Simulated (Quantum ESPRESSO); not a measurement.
A working Quantum ESPRESSO input for Mg₃Co₂O₇ (Cmc2_1, 24 atoms in the cell) (DFT, LDA (PZ), plane waves, GBRV 1.5 ultrasoft (LDA) pseudopotentials):

```fortran
&control
    calculation = 'scf'
    prefix = 'scf'
    outdir = './work'
    pseudo_dir = './'
    tprnfor = .true.
    tstress = .true.
/
&system
    ibrav = 0
    nat = 24
    ntyp = 3
    ecutwfc = 50
    ecutrho = 400
    occupations = 'smearing'
    smearing = 'gaussian'
    degauss = 0.019992
/
&electrons
    conv_thr = 1.0d-9
/
ATOMIC_SPECIES
Mg    24.3050  mg_lda_v1.4.uspp.F.UPF
Co    58.9332  co_lda_v1.2.uspp.F.UPF
O     15.9990  o_lda_v1.2.uspp.F.UPF
ATOMIC_POSITIONS crystal
Mg    0.77189000    0.22811000    0.67883000
Mg    0.22811000    0.77189000    0.17883000
Mg    0.94931000    0.43495000    0.82571000
Mg    0.05069000    0.56505000    0.32571000
Mg    0.56505000    0.05069000    0.82571000
Mg    0.43495000    0.94931000    0.32571000
Co    0.14953000    0.64697000    0.74898000
Co    0.85047000    0.35303000    0.24898000
Co    0.35303000    0.85047000    0.74898000
Co    0.64697000    0.14953000    0.24898000
O     0.34152000    0.06366000    0.70731000
O     0.65848000    0.93634000    0.20731000
O     0.93634000    0.65848000    0.70731000
O     0.06366000    0.34152000    0.20731000
O     0.57583000    0.68985000    0.04855000
O     0.42417000    0.31015000    0.54855000
O     0.31015000    0.42417000    0.04855000
O     0.68985000    0.57583000    0.54855000
O     0.01314000    0.13850000    0.93862000
O     0.98686000    0.86150000    0.43862000
O     0.86150000    0.98686000    0.93862000
O     0.13850000    0.01314000    0.43862000
O     0.38014000    0.61986000    0.80282000
O     0.61986000    0.38014000    0.30282000
K_POINTS automatic
4 4 4  0 0 0
CELL_PARAMETERS angstrom
   8.55360200    -2.43096500     0.00000000
   8.55360200     2.43096500     0.00000000
   0.00000000     0.00000000     5.07394300
```

The run converged in 16 iterations: free energy E − TS -32613.4083 eV; Fermi level (on the code's own zero) 9.62 eV; pressure -0.62 GPa; largest force (vector length) 0.360 eV/Å. Each of these slips is then made, one at a time:

(1)
```diff
-O     15.9990  o_lda_v1.2.uspp.F.UPF
+O     15.9990  o-lda-v1.2.uspp.F.UPFx
```

(2)
```diff
-K_POINTS automatic
-4 4 4  0 0 0
+K_POINTS gamma
```

Problem. What happens in each case?

Solution. 
(1) A potential or basis that cannot be found. The program stopped before any SCF iteration.
```
Error in routine readpp (1):
file ./o-lda-v1.2.uspp.F.UPFx not found
```

(2) A single k-point for a small metallic cell. The run converged in 35 iterations without an error; against the sound input the free energy rises by 25.4 meV/atom, the pressure goes from -0.62 to -1.28 GPa and the largest force goes from 0.360 to 0.619 eV/Å.

The starting cell comes from a database of computed structures (which also holds hypothetical and non-ambient phases and stackings), without a prior relaxation at this level. Its lattice was rescaled by a random factor within 2.5 % of one. Spin polarisation is off, so a magnetic state, if there is one, cannot be reached.

Left out of this page: 4 runs of the series outside the window shown, repeating another row's setting, or not comparable.
